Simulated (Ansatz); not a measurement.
Carrier properties of BP under load (space group F-43m)

Here is the system:

```xyz
2
Lattice="0.0000 2.2431 2.2431 2.2431 0.0000 2.2431 2.2431 2.2431 0.0000" Properties=species:S:1:pos:R:3 pbc="T T T"
B      0.0000     0.0000     0.0000
P      1.1216     1.1216     1.1216
```

Level of theory: PBE with spin-orbit coupling, rigid bands (plane waves, PAW; Ansatz, a program for electronic structure). Condition of this run: hydrostatic pressure of 4 GPa (compression positive) (the target of the relaxation). How the cell was made: cell and atoms relaxed with PBEsol, then loaded as said.

```
Item                                                                                                                                                           Result
---------------------------------------------------------------------------------------------------------------------------------------  ----------------------------
band gap                                                                                                                                                      1.18 eV
electron conductivity mass (300 K, dilute)                                                                                                                    0.34 mₑ
hole conductivity mass (300 K, dilute)                                                                                                                        0.43 mₑ
effective density of states N_c (300 K)                                                                                                                   4.2e19 cm⁻³
effective density of states N_v (300 K)                                                                                                                   2.6e19 cm⁻³
density-of-states mass, electrons                                                                                                                             1.41 mₑ
density-of-states mass, holes                                                                                                                                 1.03 mₑ
Seebeck coefficient, n-type 1e19 cm⁻³, 300 K                                                                                                                -340 μV/K
best n-type power factor at 300 K for τ = 10 fs (best axis; densities from 1e16 to 1e21 cm⁻³ tried, whether or not they can be reached)    20 μW/(cm·K²) at 1e20 cm⁻³
Seebeck coefficient, p-type 1e19 cm⁻³, 300 K                                                                                                                 328 μV/K
best p-type power factor at 300 K for τ = 10 fs (best axis; densities from 1e16 to 1e21 cm⁻³ tried, whether or not they can be reached)  15.0 μW/(cm·K²) at 1e20 cm⁻³
```

Rigid bands; masses and Seebeck coefficients take one relaxation time τ for all states and one kind of carrier; polarons and phonon drag are left out. Geometry: cell and atoms relaxed with PBEsol.
